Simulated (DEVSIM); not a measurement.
Structure: abrupt Si p-n junction, at 400 K.

Layer 1 from the left is Si, thickness (μm) 0.150, Na (cm⁻³) 1.5e18, τn (s) 2.7e-7, τp (s) 2.7e-7. Layer 2 from the left is Si, thickness (μm) 84.0, Nd (cm⁻³) 1.2e14, τn (s) 2.7e-7, τp (s) 2.7e-7.

Left contact: ohmic. Right contact: ohmic. Voltage is applied to the left contact. Recombination: SRH at mid-gap, radiative, Auger. Mobility is μmin + (μ − μmin)/(1 + (N/Nref)^α).

This is a model device: material constants are rounded textbook-type values typed into the input, and sizes, dopings and lifetimes were drawn at random. Values at 300 K; Nc and Nv go as T^1.5, mobilities as T to minus their exponent, the gap by Varshni's rule with the affinity fixed.

Si: gap (eV) 1.124, affinity (eV) 4.05, permittivity 11.7, Nc (cm⁻³) 2.86e19, Nv (cm⁻³) 3.1e19, μn (cm²/Vs) 1417, μp (cm²/Vs) 470, μn,min 52, μp,min 45, Nref,n 9.7e16, Nref,p 2.2e17, αn 0.68, αp 0.72, T exponent of μn 2.3, T exponent of μp 2.2, B (cm³/s) 4.7e-15, Cn (cm⁶/s) 2.8e-31, Cp (cm⁶/s) 9.9e-32, Varshni α (eV/K) 0.000473, Varshni β (K) 636.

DEVSIM, 1D drift-diffusion, Boltzmann statistics, complete ionisation; no tunnelling, impact ionisation, image-force lowering or self-heating.

Question: What does the simulation give for the dark forward voltage at 1 A/cm², the largest field in the device at zero bias, the potential step across the device at zero bias?

Answer: dark forward voltage at 1 A/cm² 0.533 V; largest field in the device at zero bias 77000 V/cm; potential step across the device at zero bias 0.536 V.
